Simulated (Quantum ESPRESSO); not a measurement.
Pressure against volume in fcc Au (space group 225) (Quantum ESPRESSO, LDA)

```
Au
1.0
    0.00000     1.96066     1.96066
    1.96066     0.00000     1.96066
    1.96066     1.96066     0.00000
Au
1
Cartesian
  0.00000   0.00000   0.00000
```

Computed with LDA (PZ), GBRV 1.5 ultrasoft (LDA) pseudopotentials (plane waves; Quantum ESPRESSO). Settings: ecutwfc = 52 Ry; ecutrho = 416 Ry; occupations = smearing; smearing = fd; degauss = 0.0036749 Ry; potentials = {Au: au_lda_v1.uspp.F.UPF}; K_POINTS = automatic 25 25 25 0 0 0; conv_thr = 1e-10 Ry; mixing_beta = 0.7. The cell above is the first row's. The rows scale it uniformly. In all rows the k mesh is held.

| V (Å^3/atom) | P (GPa) |
|---|---|
| 15.074 | 23.77 |
| 15.402 | 17.20 |
| 15.730 | 11.43 |
| 16.057 | 6.37 |
| 16.385 | 1.93 |
| 16.713 | -1.95 |
| 17.040 | -5.34 |
| 17.368 | -8.30 |
| 17.696 | ? |

Q: Fit P against V with a cubic, and predict the withheld value at V = 17.696.

A: With u = V - 16.2, the rows have u = -1.1260, -0.7980, -0.4700, -0.1430, 0.1850, 0.5130, 0.8400, 1.1680. Least squares gives P = 4.358 - 13.6491·u + 2.8022·u² - 0.3407·u³. Residuals (row less fit): 0.004, -0.008, 0.003, 0.002, 0.003, 0.003, -0.008, 0.004; standard error 0.007 (degrees of freedom: 4). The fitted pressure is zero at V0 = 16.54, where dP/dV = -11.85, so B0 = -V0·dP/dV = 196 GPa. At the withheld row, u = 1.4960, so P = 4.358 - 13.6491 × 1.4960 + 2.8022 × 1.4960² - 0.3407 × 1.4960³ = -10.930 GPa. The calculation gives -10.87 GPa, 0.060 GPa above the prediction (0.2 % of the range of P in the table). The row lies outside the fitted rows, so this is an extrapolation. From the scatter of the fitted rows alone, a prediction at this place has a standard error of 0.018 GPa, so the miss is 3.3 times that.

Carrying the step between the two nearest rows on in a straight line would have given -11.26, off by 0.39; series whose last step already gives the withheld value aren't shown. The scan was laid around a cell of about the measured size, scaled by a guess for this functional. Spin-orbit coupling is off. Cutoffs and mesh are single choices, not tested for convergence of this quantity. Series with a scatter that would blur these digits, or in which a gap closes, are not shown.

Terms beyond the fitted order, or numerical noise in single rows, can give a miss of this size; the table doesn't tell which.
